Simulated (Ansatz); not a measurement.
NbAl3 (space group I4/mmm, No. 139; a cell from a computed database, its experimental status unchecked)

NbAl3 is modelled in the tetragonal space group I4/mmm (No. 139), Pearson symbol tI8. Conventional cell: a = b = 3.823 Å, c = 8.569 Å, α = β = γ = 90.00°. Al1 on 2b has 4 Nb at 2.704 Å and 8 Al at 2.871 Å (cuboctahedral). Al2 on 4d sees 4 Al at 2.704 Å and 4 Al at 2.871 Å and 4 Nb at 2.871 Å (cuboctahedral). Nb on 2a is coordinated by 4 Al at 2.704 Å and 8 Al at 2.871 Å and 4 Nb at 3.823 Å. (Neighbours: up to the widest gap in distance over summed covalent radii, below 1.35, at either atom.)
(The calculation used a cell of 4 atoms; values per cell refer to that cell.)

Method: PBEsol, PAW, 420 eV (Ansatz, a program for electronic structure; no spin-orbit coupling). k-mesh 17×17×17 (Γ-centred); smearing 0.05 eV (Fermi–Dirac).

| Item | Value |
|---|---|
| Volume per atom | 15.66 Å³ |
| Density | 4.61 g/cm³ |
| Band gap | zero |
| Total energy | -1517.699 eV/atom (σ→0; compares only within this code and set-up) |

Stability against distortions was not tested. The final runs are not spin-polarised.
